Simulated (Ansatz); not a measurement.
Electronic density of states of amorphous Zr$_{20}$O$_{41}$Ba, density 5.33 g/cm³, on a 2×2×2 Γ-centred mesh with a Gaussian width of 0.1 eV; energies count from the Fermi level, whose place inside the gap is arbitrary. Cell and mesh are small, so fine structure isn't converged. The numbers are results of PBE, scalar-relativistic without spin-orbit coupling (plane waves to 420 eV, PAW; Ansatz, a program for electronic structure), not measurements. Sampling: a 2×2×2 Γ-centred mesh; Fermi-Dirac width 0.02 eV; no spin polarisation.

Preparation: random packing, a CHGNet melt and quench, and a DFT relaxation. O atoms were pushed apart under 1.9 Å during the dynamics, to hinder bonds among them. The hot cell started wider than the set density and was brought back towards it in steps. It is the lowest in DFT energy of 2 quenches. It is a model cell: composition and starting density were chosen by hand, and all elements were melted together. No dispersion term was used. Its density started from a set value of 5.35 and ended at 5.33 g/cm³. The simulated quench (nominally 450 K/ps over its main leg) is rapid and tends to freeze in more defects than a deposited or slowly cooled glass has. A cell of this size samples the disorder only roughly. Volume and shape were free in the relaxation.

```json
[
 {"E - EF (eV)": "-12.00", "states/(eV atom)": "0.03"},
 {"E - EF (eV)": "-11.90", "states/(eV atom)": "0.14"},
 {"E - EF (eV)": "-11.80", "states/(eV atom)": "0.16"},
 {"E - EF (eV)": "-11.70", "states/(eV atom)": "0.21"},
 {"E - EF (eV)": "-11.60", "states/(eV atom)": "0.30"},
 {"E - EF (eV)": "-11.50", "states/(eV atom)": "0.12"},
 {"E - EF (eV)": "-11.40", "states/(eV atom)": "0.01"},
 {"E - EF (eV)": "-11.30", "states/(eV atom)": "0.00"},
 {"E - EF (eV)": "-11.20", "states/(eV atom)": "0.00"},
 {"E - EF (eV)": "-11.10", "states/(eV atom)": "0.00"},
 {"E - EF (eV)": "-11.00", "states/(eV atom)": "0.00"},
 {"E - EF (eV)": "-10.90", "states/(eV atom)": "0.00"},
 {"E - EF (eV)": "-10.80", "states/(eV atom)": "0.00"},
 {"E - EF (eV)": "-10.70", "states/(eV atom)": "0.00"},
 {"E - EF (eV)": "-10.60", "states/(eV atom)": "0.00"},
 {"E - EF (eV)": "-10.50", "states/(eV atom)": "0.00"},
 {"E - EF (eV)": "-10.40", "states/(eV atom)": "0.00"},
 {"E - EF (eV)": "-10.30", "states/(eV atom)": "0.00"},
 {"E - EF (eV)": "-10.20", "states/(eV atom)": "0.00"},
 {"E - EF (eV)": "-10.10", "states/(eV atom)": "0.00"},
 {"E - EF (eV)": "-10.00", "states/(eV atom)": "0.00"},
 {"E - EF (eV)": "-9.90", "states/(eV atom)": "0.00"},
 {"E - EF (eV)": "-9.80", "states/(eV atom)": "0.00"},
 {"E - EF (eV)": "-9.70", "states/(eV atom)": "0.00"},
 {"E - EF (eV)": "-9.60", "states/(eV atom)": "0.00"},
 {"E - EF (eV)": "-9.50", "states/(eV atom)": "0.00"},
 {"E - EF (eV)": "-9.40", "states/(eV atom)": "0.00"},
 {"E - EF (eV)": "-9.30", "states/(eV atom)": "0.00"},
 {"E - EF (eV)": "-9.20", "states/(eV atom)": "0.00"},
 {"E - EF (eV)": "-9.10", "states/(eV atom)": "0.00"},
 {"E - EF (eV)": "-9.00", "states/(eV atom)": "0.00"},
 {"E - EF (eV)": "-8.90", "states/(eV atom)": "0.00"},
 {"E - EF (eV)": "-8.80", "states/(eV atom)": "0.00"},
 {"E - EF (eV)": "-8.70", "states/(eV atom)": "0.00"},
 {"E - EF (eV)": "-8.60", "states/(eV atom)": "0.00"},
 {"E - EF (eV)": "-8.50", "states/(eV atom)": "0.00"},
 {"E - EF (eV)": "-8.40", "states/(eV atom)": "0.00"},
 {"E - EF (eV)": "-8.30", "states/(eV atom)": "0.00"},
 {"E - EF (eV)": "-8.20", "states/(eV atom)": "0.00"},
 {"E - EF (eV)": "-8.10", "states/(eV atom)": "0.00"},
 {"E - EF (eV)": "-8.00", "states/(eV atom)": "0.00"},
 {"E - EF (eV)": "-7.90", "states/(eV atom)": "0.00"},
 {"E - EF (eV)": "-7.80", "states/(eV atom)": "0.00"},
 {"E - EF (eV)": "-7.70", "states/(eV atom)": "0.00"},
 {"E - EF (eV)": "-7.60", "states/(eV atom)": "0.00"},
 {"E - EF (eV)": "-7.50", "states/(eV atom)": "0.00"},
 {"E - EF (eV)": "-7.40", "states/(eV atom)": "0.00"},
 {"E - EF (eV)": "-7.30", "states/(eV atom)": "0.00"},
 {"E - EF (eV)": "-7.20", "states/(eV atom)": "0.00"},
 {"E - EF (eV)": "-7.10", "states/(eV atom)": "0.00"},
 {"E - EF (eV)": "-7.00", "states/(eV atom)": "0.00"},
 {"E - EF (eV)": "-6.90", "states/(eV atom)": "0.00"},
 {"E - EF (eV)": "-6.80", "states/(eV atom)": "0.00"},
 {"E - EF (eV)": "-6.70", "states/(eV atom)": "0.00"},
 {"E - EF (eV)": "-6.60", "states/(eV atom)": "0.03"},
 {"E - EF (eV)": "-6.50", "states/(eV atom)": "0.19"},
 {"E - EF (eV)": "-6.40", "states/(eV atom)": "0.44"},
 {"E - EF (eV)": "-6.30", "states/(eV atom)": "0.62"},
 {"E - EF (eV)": "-6.20", "states/(eV atom)": "0.69"},
 {"E - EF (eV)": "-6.10", "states/(eV atom)": "0.69"},
 {"E - EF (eV)": "-6.00", "states/(eV atom)": "0.73"},
 {"E - EF (eV)": "-5.90", "states/(eV atom)": "0.78"},
 {"E - EF (eV)": "-5.80", "states/(eV atom)": "0.81"},
 {"E - EF (eV)": "-5.70", "states/(eV atom)": "0.87"},
 {"E - EF (eV)": "-5.60", "states/(eV atom)": "0.90"},
 {"E - EF (eV)": "-5.50", "states/(eV atom)": "0.90"},
 {"E - EF (eV)": "-5.40", "states/(eV atom)": "0.84"},
 {"E - EF (eV)": "-5.30", "states/(eV atom)": "0.84"},
 {"E - EF (eV)": "-5.20", "states/(eV atom)": "0.80"},
 {"E - EF (eV)": "-5.10", "states/(eV atom)": "0.80"},
 {"E - EF (eV)": "-5.00", "states/(eV atom)": "0.75"},
 {"E - EF (eV)": "-4.90", "states/(eV atom)": "0.78"},
 {"E - EF (eV)": "-4.80", "states/(eV atom)": "0.85"},
 {"E - EF (eV)": "-4.70", "states/(eV atom)": "0.86"},
 {"E - EF (eV)": "-4.60", "states/(eV atom)": "0.85"},
 {"E - EF (eV)": "-4.50", "states/(eV atom)": "0.79"},
 {"E - EF (eV)": "-4.40", "states/(eV atom)": "0.77"},
 {"E - EF (eV)": "-4.30", "states/(eV atom)": "0.85"},
 {"E - EF (eV)": "-4.20", "states/(eV atom)": "0.91"},
 {"E - EF (eV)": "-4.10", "states/(eV atom)": "0.93"},
 {"E - EF (eV)": "-4.00", "states/(eV atom)": "0.97"},
 {"E - EF (eV)": "-3.90", "states/(eV atom)": "0.98"},
 {"E - EF (eV)": "-3.80", "states/(eV atom)": "0.94"},
 {"E - EF (eV)": "-3.70", "states/(eV atom)": "0.92"},
 {"E - EF (eV)": "-3.60", "states/(eV atom)": "0.93"},
 {"E - EF (eV)": "-3.50", "states/(eV atom)": "0.97"},
 {"E - EF (eV)": "-3.40", "states/(eV atom)": "1.03"},
 {"E - EF (eV)": "-3.30", "states/(eV atom)": "0.95"},
 {"E - EF (eV)": "-3.20", "states/(eV atom)": "0.93"},
 {"E - EF (eV)": "-3.10", "states/(eV atom)": "1.00"},
 {"E - EF (eV)": "-3.00", "states/(eV atom)": "1.08"},
 {"E - EF (eV)": "-2.90", "states/(eV atom)": "1.07"},
 {"E - EF (eV)": "-2.80", "states/(eV atom)": "1.09"},
 {"E - EF (eV)": "-2.70", "states/(eV atom)": "1.08"},
 {"E - EF (eV)": "-2.60", "states/(eV atom)": "1.01"},
 {"E - EF (eV)": "-2.50", "states/(eV atom)": "0.95"},
 {"E - EF (eV)": "-2.40", "states/(eV atom)": "0.86"},
 {"E - EF (eV)": "-2.30", "states/(eV atom)": "0.80"},
 {"E - EF (eV)": "-2.20", "states/(eV atom)": "0.73"},
 {"E - EF (eV)": "-2.10", "states/(eV atom)": "0.71"},
 {"E - EF (eV)": "-2.00", "states/(eV atom)": "0.59"},
 {"E - EF (eV)": "-1.90", "states/(eV atom)": "0.42"},
 {"E - EF (eV)": "-1.80", "states/(eV atom)": "0.29"},
 {"E - EF (eV)": "-1.70", "states/(eV atom)": "0.11"},
 {"E - EF (eV)": "-1.60", "states/(eV atom)": "0.01"},
 {"E - EF (eV)": "-1.50", "states/(eV atom)": "0.00"},
 {"E - EF (eV)": "-1.40", "states/(eV atom)": "0.00"},
 {"E - EF (eV)": "-1.30", "states/(eV atom)": "0.00"},
 {"E - EF (eV)": "-1.20", "states/(eV atom)": "0.00"},
 {"E - EF (eV)": "-1.10", "states/(eV atom)": "0.00"},
 {"E - EF (eV)": "-1.00", "states/(eV atom)": "0.00"},
 {"E - EF (eV)": "-0.90", "states/(eV atom)": "0.00"},
 {"E - EF (eV)": "-0.80", "states/(eV atom)": "0.00"},
 {"E - EF (eV)": "-0.70", "states/(eV atom)": "0.00"},
 {"E - EF (eV)": "-0.60", "states/(eV atom)": "0.00"},
 {"E - EF (eV)": "-0.50", "states/(eV atom)": "0.00"},
 {"E - EF (eV)": "-0.40", "states/(eV atom)": "0.00"},
 {"E - EF (eV)": "-0.30", "states/(eV atom)": "0.00"},
 {"E - EF (eV)": "-0.20", "states/(eV atom)": "0.00"},
 {"E - EF (eV)": "-0.10", "states/(eV atom)": "0.00"},
 {"E - EF (eV)": "0.00", "states/(eV atom)": "0.00"},
 {"E - EF (eV)": "0.10", "states/(eV atom)": "0.00"},
 {"E - EF (eV)": "0.20", "states/(eV atom)": "0.00"},
 {"E - EF (eV)": "0.30", "states/(eV atom)": "0.00"},
 {"E - EF (eV)": "0.40", "states/(eV atom)": "0.00"},
 {"E - EF (eV)": "0.50", "states/(eV atom)": "0.00"},
 {"E - EF (eV)": "0.60", "states/(eV atom)": "0.00"},
 {"E - EF (eV)": "0.70", "states/(eV atom)": "0.00"},
 {"E - EF (eV)": "0.80", "states/(eV atom)": "0.00"},
 {"E - EF (eV)": "0.90", "states/(eV atom)": "0.00"},
 {"E - EF (eV)": "1.00", "states/(eV atom)": "0.00"},
 {"E - EF (eV)": "1.10", "states/(eV atom)": "0.00"},
 {"E - EF (eV)": "1.20", "states/(eV atom)": "0.00"},
 {"E - EF (eV)": "1.30", "states/(eV atom)": "0.00"},
 {"E - EF (eV)": "1.40", "states/(eV atom)": "0.00"},
 {"E - EF (eV)": "1.50", "states/(eV atom)": "0.00"},
 {"E - EF (eV)": "1.60", "states/(eV atom)": "0.01"},
 {"E - EF (eV)": "1.70", "states/(eV atom)": "0.08"},
 {"E - EF (eV)": "1.80", "states/(eV atom)": "0.16"},
 {"E - EF (eV)": "1.90", "states/(eV atom)": "0.14"},
 {"E - EF (eV)": "2.00", "states/(eV atom)": "0.30"},
 {"E - EF (eV)": "2.10", "states/(eV atom)": "0.45"},
 {"E - EF (eV)": "2.20", "states/(eV atom)": "0.50"},
 {"E - EF (eV)": "2.30", "states/(eV atom)": "0.51"},
 {"E - EF (eV)": "2.40", "states/(eV atom)": "0.58"},
 {"E - EF (eV)": "2.50", "states/(eV atom)": "0.56"},
 {"E - EF (eV)": "2.60", "states/(eV atom)": "0.53"},
 {"E - EF (eV)": "2.70", "states/(eV atom)": "0.63"},
 {"E - EF (eV)": "2.80", "states/(eV atom)": "0.70"},
 {"E - EF (eV)": "2.90", "states/(eV atom)": "0.72"},
 {"E - EF (eV)": "3.00", "states/(eV atom)": "0.78"},
 {"E - EF (eV)": "3.10", "states/(eV atom)": "0.78"},
 {"E - EF (eV)": "3.20", "states/(eV atom)": "0.71"},
 {"E - EF (eV)": "3.30", "states/(eV atom)": "0.71"},
 {"E - EF (eV)": "3.40", "states/(eV atom)": "0.79"},
 {"E - EF (eV)": "3.50", "states/(eV atom)": "0.81"}
]
```

The gap on this mesh is 3.52 eV; the broadening fills part of it in the curve.
